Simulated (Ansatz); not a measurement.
Si (diamond structure), Σ5 (310) [001] symmetric tilt. One As atom replaces one Si atom in a bicrystal of 48 atoms (one solute to 47 Å² of one boundary, a high coverage); atoms relaxed, cell held. Energies count from the site farthest from both boundaries, which lies only 5.2 Å away; negative means that the solute is drawn to the site. The cell is neutral, and spin is allowed where the electrons are odd. k-points: Γ-centred 3×4×1 mesh; occupations: Fermi-Dirac, 0.050 eV; spin-polarised, moments started parallel. Spin-orbit coupling is left out.

Sites tried, by distance from the nearest boundary plane (Å): 0.00, 0.85, 0.85, 1.81.

Task: Does As segregate by Ansatz (a quantum-chemistry and plane-wave program) with PBE, and with what energy at each site?

Result: 0.00 Å: -0.15 eV; 0.85 Å: -0.09 eV; 0.85 Å: -0.09 eV; 1.81 Å: -0.03 eV. The most favoured site tried binds it by 0.15 eV.
